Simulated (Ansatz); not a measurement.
The parent structure is BiP in the zinc blende structure (space group F-43m, No. 216; a = 6.408 Å; a hypothetical phase, not in the database extracts checked; relaxed with 0.1 eV smearing). Axes: x, y, z lie along the cube axes.

Method: PBEsol in Ansatz (plane waves to 420 eV, PAW, no SOC).

Base values:

The shortest interatomic distance is 2.775 Å.

One thing is altered: tensor shear ε_xz = +2.37 % (engineering shear γ = 0.0474), atoms relaxed at fixed cell.

Task: What happens to the stress, energy relative to the base, shortest interatomic distance and largest internal atomic displacement?

Result: The stress (xx, yy, zz, yz, xz, xy; compression positive) comes out as (-0.1, -0.1, -0.1, 0.0, 1.0, 0.0) GPa; the energy falls by 4.8 meV/atom; the shortest interatomic distance drops by 0.004 Å to 2.771 Å; the largest internal atomic displacement comes out as 0.033 Å.

The cells carry an imposed strain or load. Stability against distortions was not tested. The final runs are not spin-polarised. Under tensor shear ε_xz = +2.37 % the cell ends below the base's energy or with stress of the wrong sign: the atoms slid into a distortion or the cell is elastically unstable, so the base is not a stable minimum at this level.

Ansatz is a first-principles code.
